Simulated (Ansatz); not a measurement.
The parent structure is Ge in the diamond structure (space group Fd-3m, No. 227; a = 5.6744 Å).

All numbers come from plane-wave PAW DFT at the r2SCAN level (Ansatz, an electronic-structure program, 500 eV), no spin-orbit coupling.

Before the change:

The smallest direct gap comes out as 0.36 eV.

Modification: the cell is scaled by 0.9700 in all directions; the atoms relax in the strained cell.

Q: How does this affect the smallest direct gap and energy relative to the base?

A: The smallest direct gap increases by 0.916 eV (0.36 eV → 1.27 eV); the energy grows by 46 meV/atom.

Whether these cells are dynamically stable was not tested. The real Ge has an indirect gap at ambient pressure; r2SCAN orders its close-lying valleys differently.
